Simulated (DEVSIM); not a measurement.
abrupt In0.53Ga0.47As n-p junction

Structure: abrupt In0.53Ga0.47As n-p junction, at 300 K.

| layer (left to right) | material | thickness (μm) | Nd (cm⁻³) | Na (cm⁻³) | τn (s) | τp (s) |
|---|---|---|---|---|---|---|
| 1 | In0.53Ga0.47As | 77.0 | 6.8e16 | - | 7.9e-10 | 7.9e-10 |
| 2 | In0.53Ga0.47As | 4.10 | - | 1.6e16 | 7.9e-10 | 7.9e-10 |

Left contact: ohmic. Right contact: ohmic. Voltage is applied to the left contact. Recombination: SRH at mid-gap, Auger. Mobility is constant in doping.

This is a model device: material constants are rounded textbook-type values typed into the input, and sizes, dopings and lifetimes were drawn at random. Values at 300 K.

| parameter | In0.53Ga0.47As |
|---|---|
| gap (eV) | 0.74 |
| affinity (eV) | 4.51 |
| permittivity | 13.9 |
| Nc (cm⁻³) | 2.1e17 |
| Nv (cm⁻³) | 7.7e18 |
| μn (cm²/Vs) | 12000 |
| μp (cm²/Vs) | 300 |
| Cn (cm⁶/s) | 5e-29 |
| Cp (cm⁶/s) | 5e-29 |

Simulated with DEVSIM: 1D drift-diffusion, Boltzmann statistics, complete ionisation; no tunnelling, impact ionisation, image-force lowering or self-heating.

The potential step across the device at zero bias is 0.551 V and the largest field in the device at zero bias comes out as 41000 V/cm. The dark forward voltage at 1 A/cm² is 0.308 V and the dark forward voltage at 100 A/cm² is 0.445 V.

Small-signal capacitance in reverse bias (quasi-static):

```csv
V (V),C (nF/cm²)
0.1,46.2
0.25,41.3
0.5,35.8
0.75,32.0
1,29.2
1.5,25.3
2,22.6
2.5,20.6
```

Dark forward current:

```csv
V (V),J (A/cm²)
-0.05,-0.00044
-0.10,-0.0018
-0.15,-0.0065
-0.20,-0.027
-0.25,-0.13
-0.30,-0.75
-0.35,-4.6
-0.40,-27
-0.45,-120
-0.50,-320
-0.55,-640
-0.60,-1100
-0.65,-1500
-0.70,-2100
```
